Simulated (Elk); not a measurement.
A self-consistent single point of CsSbO₃ (Pm-3m, 5 atoms in the cell) with Elk.

Method: PBEsol, all-electron FP-LAPW, Elk's shipped species files, APW+lo basis with extra local orbitals (Elk).

The change in words: lattice scaled by 0.98. Reference geometry:
```
CELL_PARAMETERS angstrom
      4.21598     0.00000     0.00000
      0.00000     4.21598     0.00000
      0.00000     0.00000     4.21598
ATOMIC_POSITIONS crystal
  Cs 0.00000 0.00000 0.00000
  Sb 0.50000 0.50000 0.50000
  O  0.50000 0.50000 0.00000
  O  0.00000 0.50000 0.50000
  O  0.50000 0.00000 0.50000
```

Reference input (self-consistent single point, DFT, PBEsol, all-electron FP-LAPW, Elk's shipped species files, APW+lo basis with extra local orbitals): xctype = 22; rgkmax = 8; swidth = 0.00367493 Ha; ngridk = 8 8 8; tforce = true; gmaxvr = 18 1/bohr; lmaxapw = 10; lmaxo = 8; nxlo = 2; lorbcnd = true; lradstp = 2; nrmtscf = 2. This run's input differs from it in these lines:

```diff
@@ -46,5 +46,5 @@
 avec
-    7.9670569955    0.0000000000    0.0000000000
-    0.0000000000    7.9670569955    0.0000000000
-    0.0000000000    0.0000000000    7.9670569955
+    7.8077152887    0.0000000000    0.0000000000
+    0.0000000000    7.8077152887    0.0000000000
+    0.0000000000    0.0000000000    7.8077152887
```

Output, abridged:

```
│ Self-consistent loop started │
│ Loop number : 1 │
 total energy                :     -14498.6760529
│ Loop number : 2 │
 total energy                :     -14498.8480458
RMS change in Kohn-Sham potential (target) :   0.8255403127     (  0.1000000000E-05)
Absolute change in total energy (target)   :   0.1719928661     (  0.1000000000E-03)
│ Loop number : 3 │
 total energy                :     -14498.5140524
RMS change in Kohn-Sham potential (target) :   0.8027236930     (  0.1000000000E-05)
Absolute change in total energy (target)   :   0.2909951698     (  0.1000000000E-03)
│ Loop number : 4 │
   [... lines left out ...]
Absolute change in total energy (target)   :   0.7872373390E-03 (  0.1000000000E-03)
│ Loop number : 15 │
 total energy                :     -14493.0901837
RMS change in Kohn-Sham potential (target) :   0.2989112500E-06 (  0.1000000000E-05)
Absolute change in total energy (target)   :   0.2319042705E-03 (  0.1000000000E-03)
│ Loop number : 16 │
 total energy                :     -14493.0901505
RMS change in Kohn-Sham potential (target) :   0.9375883364E-07 (  0.1000000000E-05)
Absolute change in total energy (target)   :   0.9121818039E-04 (  0.1000000000E-03)
Convergence targets achieved

│ Loop number : 17 │

Energies :
 Fermi                       :     0.272437726758
 total energy                :     -14493.0901392

Density of states at Fermi energy :    27.86188704
 (states/Hartree/unit cell)

Estimated indirect band gap :   0.1795842072E-01
 from k-point     16 to k-point      3
Estimated direct band gap   :   0.2839774783E-01
 at k-point      3

Charges :
 core                        :    78.00000000
 valence                     :    52.00000000
 interstitial                :    9.493033854
 muffin-tins (core leakage)
  species :    1 (Cs)
   atom    1                 :    52.06415230     (  0.2060002685E-03)
  species :    2 (Sb)
   atom    1                 :    47.71110832     (  0.5991837144E-02)
  species :    3 (O)
   [... lines left out ...]
   total force               :     0.00000000   -0.00000000    0.00000000
   total magnitude           :     0.00000000
  atom :    3
   Hellmann-Feynman          :    -0.00000000    0.00000000    0.00000000
   IBS                       :     0.00000000   -0.00000000    0.00000000
   total force               :     0.00000000   -0.00000000    0.00000000
   total magnitude           :     0.00000000
```

The run converged in 17 iterations. The count includes the last loop, which Elk runs after its targets are met. Against the reference run the free energy goes down by 13.5 meV/atom.

The starting cell comes from a database of computed structures (which also holds hypothetical and non-ambient phases and stackings), without a prior relaxation at this level. Its lattice was rescaled by a random factor within 2.5 % of one. For this run, on top of that: lattice scaled by 0.98. Spin-orbit coupling is off. Values depend on the basis (sphere radii, cutoffs, local orbitals), which need not be converged. The run gives no clean gap (levels at the Fermi energy touch, overlap or are partly filled at this smearing), which alone does not show that the compound is a metal. The log's line on a gap gives a spacing of levels on this mesh, which the program prints for metals too.

Cost on one core of a shared machine: roughly 4 min.
